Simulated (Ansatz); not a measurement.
Take CuI in the zinc blende structure (space group F-43m, No. 216; a = 6.078 Å) as the base.

The other end (x = 1) is CuCl in the zinc blende structure (space group F-43m, No. 216): 19.94 Å³/atom, gap 0.52 eV.

The values are results of PBE in Ansatz (plane waves to 420 eV, PAW, no spin-orbit coupling), earlier PAW set, not measurements.

Cl replaces a fraction x of I; each row is one arrangement (x, atoms in the cell, starting space group or random), fully relaxed.

One change was made to it. Results:

| quantity | base | after |
|---|---|---|
| mean first-shell distances | – | I–Cu 2.573 Å (end compound 2.632 Å), Cl–Cu 2.383 Å (end compound 2.348 Å) |
| band gap | 1.10 eV | 0.48 eV |

Name the change that was made.
A. x(Cl) = 0.75, 8 atoms, Pmm2
B. x(Cl) = 0.75, 8 atoms, Amm2
C. x(Cl) = 0.25, 8 atoms, P-43m

B, x(Cl) = 0.75, 8 atoms, Amm2. For comparison, the band gap in the other runs: x(Cl) = 0.75, 8 atoms, Pmm2 gives 0.58 eV; x(Cl) = 0.25, 8 atoms, P-43m gives 0.87 eV.

Each cell is one ordered arrangement of few atoms, which overstates ordering effects compared with a random alloy. Spin-orbit coupling, missing from the scalar runs, can matter with I. Whether these cells are dynamically stable was not tested. No Hubbard U is applied. The final runs are not spin-polarised.

Ansatz is a quantum-chemistry and plane-wave program.
